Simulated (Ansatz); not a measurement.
Short convergence ladders for the (110) slab of CaPd (cut from a parent of space group no. 221; 8 atoms in the cell)

```
CELL_PARAMETERS angstrom
      3.51621     0.00000     0.00000
      0.00000     4.97267     0.00000
      0.00000     0.00000    21.45901
ATOMIC_POSITIONS crystal
  Ca 0.00000 0.00000 0.32620
  Pd 0.50000 0.50000 0.32620
  Ca 0.00000 0.50000 0.44207
  Pd 0.50000 0.00000 0.44207
  Ca 0.00000 0.00000 0.55793
  Pd 0.50000 0.50000 0.55793
  Ca 0.00000 0.50000 0.67380
  Pd 0.50000 0.00000 0.67380
```

Base method: LDA (PW92), default PAW files made with PBE (plane waves; Ansatz, an electronic-structure program).

Base settings: basis.ecutwfc = 420 eV; kpoints.mp_grid.grid = 7 4 1; hamiltonian.xc = lda; hamiltonian.pseudopotentials = {kind: paw} (the program's default PAW files); scf.occupations.method = fermi_dirac; scf.occupations.width = 0.1 eV.

The count of work is k-points × plane waves × bands × iterations; it is no time. 

**The vacuum**

The mesh stays at the base's, so the ladder's end is converged at best in this setting alone.

Only quantities that move along the ladder and can be compared are tabulated.

| vacuum between outermost atoms (Å) | free energy less the last step's (meV/atom) | largest difference of a force vector from the last step's (eV/Å) | count of work / last |
|---|---|---|---|
| 3.0 | -242.34 | 0.752 | 0.32 |
| 4.0 | -99.04 | 0.450 | 0.30 |
| 5.0 | -31.66 | 0.179 | 0.33 |
| 6.0 | -8.71 | 0.053 | 0.36 |
| 7.0 | -2.08 | 0.011 | 0.39 |
| 8.0 | -0.41 | 0.001 | 0.41 |
| 10.0 | 0.01 | 0.000 | 0.53 |
| 12.0 | 0.01 | 0.000 | 0.58 |
| 14.0 | 0.01 | 0.000 | 0.57 |
| 17.0 | 0.01 | 0.000 | 0.66 |
| 20.0 | 0.01 | 0.000 | 0.82 |
| 25.0 | 0.00 | 0.000 | 0.87 |
| 30.0 | 0.00 | 0.000 | 1.0 |

Smallest vacuum between outermost atoms (Å) that holds the forces within 0.005 eV/Å of the last step, with all finer ones: 8.0, at 0.41 of the last step's count of work; the step before is off by 0.011 eV/Å.

Smallest vacuum between outermost atoms (Å) that holds the free energy within 0.5 meV/atom of the last step, with all finer ones: 8.0, at 0.41 of the last step's count of work; the step before is off by 2.1 meV/atom.

**The plane-wave cutoff**

The mesh stays at the base's, so the ladder's end is converged at best in this setting alone.

Only quantities that move along the ladder and can be compared are tabulated.

| basis.ecutwfc | free energy less the last step's (meV/atom) | largest difference of a force vector from the last step's (eV/Å) | count of work / last |
|---|---|---|---|
| 210 eV | 4658.22 | 0.150 | 0.16 |
| 250 eV | 1077.40 | 0.048 | 0.18 |
| 295 eV | 156.77 | 0.017 | 0.23 |
| 355 eV | 6.41 | 0.001 | 0.28 |
| 420 eV | 0.94 | 0.000 | 0.35 |
| 505 eV | 0.50 | 0.000 | 0.47 |
| 630 eV | 0.25 | 0.000 | 0.65 |
| 840 eV | 0.00 | 0.000 | 1.0 |

Coarsest basis.ecutwfc that holds the forces within 0.005 eV/Å of the last step, with all finer ones: 355 eV, at 0.28 of the last step's count of work; the step before is off by 0.017 eV/Å.

Coarsest basis.ecutwfc that holds the free energy within 5 meV/atom of the last step, with all finer ones: 420 eV, at 0.35 of the last step's count of work; the step before is off by 6.4 meV/atom.

On the base run: the starting cell comes from a database of computed structures (which also holds hypothetical and non-ambient phases and stackings), without a prior relaxation at this level. The slab is cut from that crystal, and its faces are unrelaxed. Its lattice was rescaled by up to half a per cent. Spin polarisation is off.

Keys are those of Ansatz 0.2.
